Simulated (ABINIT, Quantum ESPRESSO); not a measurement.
An ABINIT input for a self-consistent single point of CdF₂ (Fm-3m, 3 atoms in the cell) (DFT, PBE, plane waves, PAW (JTH v2.0 PBE PAW)):

```
# CdF2, JTH v2.0 PBE PAW
pp_dirpath "./"
pseudos "Cd.GGA_PBE-JTH.xml, F.GGA_PBE-JTH.xml"
acell 3*1.0 Angstrom
rprim
        -0.0000000000    2.6918780000    2.6918780000
         2.6918780000    0.0000000000    2.6918780000
         2.6918780000    2.6918780000   -0.0000000000
natom 3
ntypat 2
znucl 48 9
typat 1 2 2
xcart
         0.0000000000    0.0000000000    0.0000000000
         1.3459390000    1.3459390000    1.3459390000
         4.0378170000    4.0378170000    4.0378170000
      Angstrom
ecut 653 eV
pawecutdg 1306 eV
pawxcdev 0
occopt 1
nband 16
kptopt 1
ngkpt 7 7 7
nshiftk 1
shiftk 0 0 0
nstep 100
tolvrs 1.0e-10
diemac 6
prtwf 0
prtden 0
prtvol 1
```

Problem. Give the Quantum ESPRESSO input for the same structure, mesh, smearing and functional.

Solution. One input that does it (others would too):

```fortran
&CONTROL
    calculation = 'scf'
    prefix = 'scf'
    outdir = './out'
    pseudo_dir = './'
    tprnfor = .true.
    tstress = .true.
/
&SYSTEM
    ibrav = 2
    A = 5.383756000
    nat = 3
    ntyp = 2
    ecutwfc = 105
    occupations = 'fixed'
    nbnd = 25
/
&ELECTRONS
    conv_thr = 1.0d-10
    mixing_beta = 0.4
/
ATOMIC_SPECIES
Cd   112.4140  Cd.upf
F     18.9984  F.upf
ATOMIC_POSITIONS {crystal}
Cd    0.000000000    0.000000000    0.000000000
F     0.250000000    0.250000000    0.250000000
F     0.750000000    0.750000000    0.750000000
K_POINTS {automatic}
7 7 7  0 0 0
```

Basis settings and potentials, where a program has them, do not carry over. This input uses DFT, PBE, plane waves, PseudoDojo standard norm-conserving (PBE) pseudopotentials. Both were run: pressure 5.09 GPa in ABINIT and 5.53 in Quantum ESPRESSO; gap on the mesh 3.140 eV in ABINIT and 3.191 in Quantum ESPRESSO.

On Quantum ESPRESSO: the starting cell comes from a database of computed structures (which also holds hypothetical and non-ambient phases and stackings), without a prior relaxation at this level. Its lattice was rescaled by a random factor within 2.5 % of one. With a pressure of about 6 GPa the cell is away from its equilibrium volume at this level.

On ABINIT: the starting cell comes from a database of computed structures (which also holds hypothetical and non-ambient phases and stackings), without a prior relaxation at this level. Its lattice was rescaled by a random factor within 2.5 % of one. With a pressure of about 5 GPa the cell is away from its equilibrium volume at this level.
